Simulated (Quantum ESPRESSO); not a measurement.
A relaxation of the atoms of Au (C2/m, 2 atoms in the cell) with Quantum ESPRESSO.

Computed with LDA (PZ), GBRV 1.5 ultrasoft (LDA) pseudopotentials (plane waves; Quantum ESPRESSO).

The input file:

```fortran
&control
   calculation = 'relax',
   prefix = 'scf',
   outdir = './tmp/',
   pseudo_dir = './',
   verbosity = 'high',
   forc_conv_thr = 3.9e-05,
/
&system
   ibrav = 0,
   nat = 2,
   ntyp = 1,
   ecutwfc = 40,
   ecutrho = 320,
   occupations = 'smearing',
   smearing = 'gaussian',
   degauss = 0.0073499,
/
&electrons
   conv_thr = 1.0e-11,
/
&ions
/
ATOMIC_SPECIES
Au   196.9666  au_lda_v1.uspp.F.UPF
CELL_PARAMETERS angstrom
   1.407076000    -2.548267000     0.000000000
   1.407076000     2.548267000     0.000000000
   0.000000000     0.000000000     4.878490000
ATOMIC_POSITIONS crystal
Au    0.665330000    0.334670000    0.280747000
Au    0.334670000    0.665330000    0.750000000
K_POINTS automatic
8 8 4  0 0 0
```

Log, with long lists cut:

```
     Self-consistent Calculation

     iteration #  1     ecut=    40.00 Ry     beta= 0.70

---- Real-time Memory Report at c_bands before calling an iterative solver
           175 MiB given to the printing process from OS
            40 MiB allocation reported by mallinfo(arena+hblkhd)
------------------

     Threshold (ethr) on eigenvalues was too large:
     Diagonalizing with lowered threshold

---- Real-time Memory Report at c_bands before calling an iterative solver
           198 MiB given to the printing process from OS
            50 MiB allocation reported by mallinfo(arena+hblkhd)
------------------

   [... lines left out ...]

---- Real-time Memory Report at c_bands before calling an iterative solver
           202 MiB given to the printing process from OS
            53 MiB allocation reported by mallinfo(arena+hblkhd)
------------------

     total energy              =    -229.82252286 Ry
     estimated scf accuracy    <          6.9E-11 Ry

     iteration # 14     ecut=    40.00 Ry     beta= 0.70

---- Real-time Memory Report at c_bands before calling an iterative solver
           202 MiB given to the printing process from OS
            53 MiB allocation reported by mallinfo(arena+hblkhd)
------------------
     End of self-consistent calculation

     the Fermi energy is    14.6279 ev

!    total energy              =    -229.82252286 Ry
     estimated scf accuracy    <          5.6E-13 Ry
     smearing contrib. (-TS)   =      -0.00021956 Ry
     internal energy E=F+TS    =    -229.82230329 Ry

     convergence has been achieved in  14 iterations

     Forces acting on atoms (cartesian axes, Ry/au):

     atom    1 type  1   force =     0.00000000    0.00004963   -0.03521723
     atom    2 type  1   force =     0.00000000   -0.00004963    0.03521723

     Total force =     0.049805     Total SCF correction =     0.000006

     BFGS Geometry Optimization
     Energy error            =      2.5E-03 Ry
     Gradient error          =      3.5E-02 Ry/Bohr

     number of scf cycles    =   1
     number of bfgs steps    =   0

   [... lines left out ...]
     the Fermi energy is    14.6066 ev
!    total energy              =    -229.82738891 Ry
     Total force =     0.000046     Total SCF correction =     0.000000
     bfgs converged in  14 scf cycles and  13 bfgs steps
   [... lines left out ...]
     (criteria: energy <  1.0E-04 Ry, force <  3.9E-05 Ry/Bohr)

     End of BFGS Geometry Optimization

     Final energy             =    -229.8273889095 Ry

     File ./tmp/scf.bfgs deleted, as requested
Begin final coordinates

ATOMIC_POSITIONS (crystal)
Au               0.6687344525        0.3312655475        0.2653588013
Au               0.3312655475        0.6687344525        0.7653881987
End final coordinates

   JOB DONE.
```

The run converged.  The full log also holds: “c_bands:  1 eigenvalues not converged”.

Summary of the result:
- Free energy E − TS = -3126.9609 eV
- Fermi level (on the code's own zero) = 14.61 eV
- Relaxation steps = 13

The starting cell comes from a database of computed structures (which also holds hypothetical and non-ambient phases and stackings), without a prior relaxation at this level. Its lattice was rescaled by up to half a per cent. For this run, on top of that: one atom moved by 0.15 angstrom. Spin-orbit coupling is off.

Cost on one core of a shared machine: roughly 4 min.
